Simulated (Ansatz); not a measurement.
Ansatz (a quantum-chemistry and plane-wave program) run on ZrC (Fm-3m, 2 atoms in the cell): self-consistent single point.

Method of the run: PBEsol, default PAW files made with PBE (plane waves; Ansatz).

```
CELL_PARAMETERS angstrom
      0.00000     2.30888     2.30888
      2.30888     0.00000     2.30888
      2.30888     2.30888     0.00000
ATOMIC_POSITIONS crystal
  Zr 0.00000 0.00000 0.00000
  C  0.50000 0.50000 0.50000
```

Reference input (self-consistent single point, DFT, PBE, plane waves, default PAW files): kpoints.mp_grid.grid = 10 10 10; hamiltonian.xc = pbe; hamiltonian.pseudopotentials = {kind: paw} (the program's default PAW files); scf.occupations.method = gaussian; scf.occupations.width = 0.2 eV. This run's input differs from it in these lines:

Ansatz 0.2 input:
```diff
@@ -11,3 +11,3 @@
 hamiltonian:
-  xc: pbe
+  xc: pbesol
   pseudopotentials: { kind: paw }
```

Log, with long lists cut:

```
SCF iter   1: F=—  HF=-4377.160055 eV  |F-HF|=—  |Δ(HF+E_count)|=         —  Δρ=9.64e-3  dr2=2.92e-2  ethr=1.77e-3  ⟨swp⟩=5.0  Hψ=2820  notcnv=0
all-band conjugate gradients solve this SCF's bands
preconditioner: auto → none
SCF iter   2: F=—  HF=-4377.155711 eV  |F-HF|=—  |Δ(HF+E_count)|=   4.34e-3  Δρ=6.08e-3  dr2=1.23e-2  ethr=1.82e-4  ⟨swp⟩=1.0  Hψ=940  notcnv=0
SCF iter   3: F=—  HF=-4377.152888 eV  |F-HF|=—  |Δ(HF+E_count)|=   2.82e-3  Δρ=6.94e-4  dr2=5.51e-5  ethr=7.70e-5  ⟨swp⟩=2.0  Hψ=716  notcnv=0
SCF iter   4: F=—  HF=-4377.152867 eV  |F-HF|=—  |Δ(HF+E_count)|=   2.16e-5  Δρ=1.58e-4  dr2=2.55e-6  ethr=3.45e-7  ⟨swp⟩=2.1  Hψ=913  notcnv=0
iter 5 did not close the SCF: its close was put off for the readings that it lacked (scf_convergence_deferred on its scf_iter line)
SCF iter   5: F=-4377.152867 eV  HF=-4377.152867 eV  |F-HF|=3.24e-8  |Δ(HF+E_count)|=   3.89e-7  Δρ=1.72e-5  dr2=4.66e-8  ethr=1.59e-8  ⟨swp⟩=2.3  Hψ=935  notcnv=0
SCF iter   6: F=-4377.152867 eV  HF=-4377.152867 eV  |F-HF|=0.00e0  |Δ(HF+E_count)|=   1.87e-8  Δρ=1.06e-6  dr2=1.19e-10  ethr=2.91e-10  ⟨swp⟩=2.1  Hψ=2056  notcnv=0
SCF 1 converged in 6 iterations: F = -4377.152867 eV  dr2 = 1.19e-10
Free energy (F): -4377.152867 eV
Internal energy: -4377.146594 eV  (E = F + TS)
E sigma→0 (E₀):  -4377.149731 eV
Entropy (-TS):   -0.006273 eV (-3.137 meV/atom)
Fermi energy:    15.663800 eV
--- Forces (eV/Å), atoms counted from 1 ---
  atom   1  Zr    -0.00000000     0.00000000    -0.00000000
  atom   2  C      0.00000000    -0.00000000    -0.00000000
--- Stress (GPa, compression-positive) ---
        8.359880       0.000000      -0.000000
        0.000000       8.359880       0.000000
       -0.000000       0.000000       8.359880
  P = ⅓ Tr σ = 8.3599 GPa (83.599 kbar)
  The stress holds the Pulay correction. Without it, at fixed plane waves, as pw.x and ABINIT print it: P = 8.1519 GPa
```

The run converged in 6 iterations. Against the reference run the pressure goes from 14.65 to 8.36 GPa.

The starting cell has typed, rounded lattice constants, without a prior relaxation at this level. Its lattice was rescaled by a random factor within 2.5 % of one. With a pressure of about 8 GPa the cell is away from its equilibrium volume at this level. Ansatz's pressure includes its estimate of the finite-basis (Pulay) stress.
